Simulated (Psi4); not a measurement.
Psi4 1.11, BP86/def2-svp: Ti(Br)4 ([Br][Ti]([Br])([Br])[Br]), 5 atoms. The geometry is a generated start, not checked to be a minimum at this level.

```yaml
task: energy
method: bp86
basis: def2-svp
memory: 3 GB
maxiter: 100
keys_of_the_molecule_block: symmetry c1
scf_type: df (default)
e_convergence: 1e-06 (default)
d_convergence: 1e-06 (default)
dft_radial_points: 75 (default)
dft_spherical_points: 302 (default)
basis_functions: 159
grid_points: 109232
```

```xyz
5

Ti     0.0000     0.0015     0.0019
Br     1.8524    -0.5411    -1.3288
Br     0.6953     0.3349     2.2071
Br    -0.9966     1.9573    -0.8080
Br    -1.5510    -1.7525    -0.0723
```

Charge 0 and multiplicity 1 are set for this test and not shown to be the ground state.

With the defaults (diis_max_vecs = 10, diis = true, scf_initial_accelerator = adiis, damping_percentage = 0, level_shift = 0, level_shift_cutoff = 0.01, guess = auto, which took SAD, soscf = false) it converges in 16 SCF iterations. One run each on 2 threads, with these changes:
- diis_max_vecs = 3
- diis_max_vecs = 20
- guess = sadno
- level_shift = 0.1, level_shift_cutoff = 0.001
- diis_max_vecs = 6
- level_shift = 0.5, level_shift_cutoff = 0.001
- diis = false, scf_initial_accelerator = none, damping_percentage = 60
- soscf = true
- guess = sap

Name the settings that don't reach the solution of the defaults.

No convergence: diis_max_vecs = 3; diis = false, scf_initial_accelerator = none, damping_percentage = 60 (the run ends without SCF convergence in 100 iterations). The rest reach the solution of the defaults.

```tsv
setting	SCF iterations	JK calls	end
level_shift = 0.5, level_shift_cutoff = 0.001	11	12	same solution
guess = sadno	13	13	same solution
soscf = true	14	35	same solution
diis_max_vecs = 20	15	16	same solution
the defaults	16	17	same solution
guess = sap	16	16	same solution
level_shift = 0.1, level_shift_cutoff = 0.001	17	18	same solution
diis_max_vecs = 6	22	23	same solution
diis_max_vecs = 3	100	101	no convergence
diis = false, scf_initial_accelerator = none, damping_percentage = 60	100	101	no convergence
```

An SOSCF iteration holds several JK calls; a Hückel guess adds calls on atoms. 2 further runs of the study ended by our limits or in an error and are left out.
